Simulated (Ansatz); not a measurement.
## FeCo in the CsCl type structure (space group Pm-3m, No. 221; ferromagnetic)

```yaml
crystal:
  lattice:
    - [2.80034, 0.00000, 0.00000]
    - [0.00000, 2.80034, 0.00000]
    - [0.00000, 0.00000, 2.80034]
  atoms:
    - { symbol: Fe, position: [0.00000, 0.00000, 0.00000] }
    - { symbol: Co, position: [0.50000, 0.50000, 0.50000] }
```

All numbers come from PBEsol, PAW, 420 eV (Ansatz, a first-principles code; no spin-orbit coupling). k-mesh 17×17×17 (Γ-centred); smearing 0.05 eV (Fermi–Dirac).

```json
{
 "volume_per_atom": "10.98 Å³",
 "density": "8.68 g/cm³",
 "band_gap": "zero",
 "magnetic_state": "ferromagnetic",
 "total_energy": "-4770.949 eV/atom (σ→0; compares only within this code and set-up)"
}
```

The magnetic state is the one reached from the starting moments; the real material's order can differ, and small cells can't hold many antiferromagnetic ones. No phonon test of stability was made.
